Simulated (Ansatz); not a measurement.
The starting structures come from a database of crystals and need not be the phases stable at ambient conditions.

 Where the default PAW files enter, the runs use the earlier of Ansatz's two default sets.

```
CELL_PARAMETERS angstrom
      4.24207     0.00000     0.00000
     -2.12104     3.67374     0.00000
      0.00000     0.00000     6.82721
ATOMIC_POSITIONS crystal
  Cd 0.00000 0.00000 0.00000
  I  0.33333 0.66667 0.25344
  I  0.66667 0.33333 0.74656
```

Space group of this cell: P-3m1, CdI2 type. The cell was relaxed by PBE-D3(BJ); by PBEsol its mean pressure is -0.7 GPa.

Transport runs along the normal of the first two printed cell vectors, the (001) plane of the conventional cell.

The gap is the functional's own. No spin-orbit coupling. Mid-gap values are interpolated on the energy grid.

**Question.** Give the band gap and the smallest decay constant κ at mid-gap that Ansatz (an electronic-structure program) with PBEsol yields.

**Answer.** Gap 2.23 eV on a 12×12×6 mesh; κ = 0.174 1/Å, at the zone centre.
